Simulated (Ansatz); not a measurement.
Take CaF2 in the rutile structure (space group P4_2/mnm, No. 136; a = 5.238 Å, c = 3.584 Å; a hypothetical phase, not in the database extracts checked) as the base. Axes: x, y, z lie along a, b, c of the conventional cell.

Level of theory: PBE (Ansatz, a first-principles code), scalar-relativistic without spin-orbit coupling.

For the base:

The pressure is 0.00 GPa. The electron mass is 0.60 mₑ (at Γ) and the band gap is 6.77 eV.

Modification: compressive biaxial strain of 4.74 % in the plane normal to [001], as in epitaxy on a mismatched substrate; the out-of-plane cell vector and the atoms relax.

What happens to the pressure, electron mass, out-of-plane strain and band gap?

The pressure (mean of the normal stresses, compression positive) goes from zero to 3.41 GPa; the electron mass becomes 0.61 mₑ (at Γ) (base: 0.60 mₑ (at Γ)); the out-of-plane strain comes out as +3.80 %; the band gap increases by 0.06 eV to 6.83 eV.

Effective masses come from finite differences of ±0.01 Å⁻¹. Stability against distortions was not tested.
